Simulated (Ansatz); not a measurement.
Hf₂Au (I4/mmm, No. 139), treated with PBEsol (Ansatz, an electronic-structure program, plane waves, PAW).

Numerical settings: plane-wave cutoff 500 eV, 24×24×24 k mesh, Fermi–Dirac smearing 0.1 eV, scalar-relativistic PAW data made under PBE.

Computed at the level's own relaxed cell.

### Question
What does this level give for the equilibrium volume per atom, equilibrium lattice constant a and lattice parameter c?

### Answer

- equilibrium volume per atom = 19.84 Å³/atom
- equilibrium lattice constant a = 3.211 Å
- lattice parameter c = 11.546 Å

The run finds no gap.

Spin–orbit coupling is not included; it can shift volumes and moduli of such heavy elements.

Computed values are for the static lattice.

Cost on a shared machine: roughly 17 core-minutes.
